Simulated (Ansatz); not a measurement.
```
AlN
1.0
    3.08568     0.00000     0.00000
   -1.54284     2.67228     0.00000
    0.00000     0.00000     5.25630
Al N
2 2
Direct
  0.33333   0.66667   0.00106
  0.66667   0.33333   0.50106
  0.33333   0.66667   0.37394
  0.66667   0.33333   0.87394
```

The numbers are results of PBE with spin-orbit coupling, rigid bands (plane waves, PAW; Ansatz, a program for electronic structure), not measurements. Condition of this run: uniaxial stress along c of -18 GPa (compression positive) (the target of the relaxation). Geometry: cell and atoms relaxed with PBEsol, then loaded as said.

Problem. What conductivity effective mass do dilute electrons have at 300 K?

Solution. 0.32 (x), 0.32 (y), 0.25 (z) mₑ.

Problem. Predict the hole conductivity mass (n e² τ/σ) at 300 K, by direction if it differs.

Solution. 2.1 (x), 2.1 (y), 4.1 (z) mₑ.

Problem. And the band gap?

Solution. 3.77 eV at this level; semilocal functionals usually fall short of the measured gap.

Rigid bands, one relaxation time for all states, no polarons. Geometry: cell and atoms relaxed with PBEsol.
